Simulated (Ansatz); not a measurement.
The parent structure is MgS in the rock salt structure (space group Fm-3m, No. 225; a = 5.205 Å). Axes: x, y, z lie along the cube axes.

Calculations: Ansatz (a program for electronic structure), r2SCAN, PAW, cutoff 500 eV, scalar-relativistic without spin-orbit coupling, earlier PAW set.

For the base:

The electron mass is 0.51 mₑ along k, 0.30 mₑ across (at X). The valence-band top at Γ is 0.00, 0.00, 0.00 eV.

The change: tensile biaxial strain of 3.66 % in the plane normal to [001], as in epitaxy on a mismatched substrate; the out-of-plane cell vector and the atoms relax.

**Question.** What happens to the ratio −ε⊥/ε∥, electron mass and valence-band top at Γ?

**Answer.** The ratio −ε⊥/ε∥ amounts to 0.54; the electron mass becomes 0.47 mₑ along k, 0.33 mₑ across (at X) (base: 0.51 mₑ along k, 0.30 mₑ across (at X)); the valence-band top at Γ (three highest levels, from the VBM) changes from 0.00, 0.00, 0.00 eV to 0.00, 0.00, -0.27 eV.

The levels and masses belong to the bands next to the band gap. Effective masses come from finite differences of ±0.01 Å⁻¹. Along k means along the line from Γ to the band edge. No phonon test of stability was made.
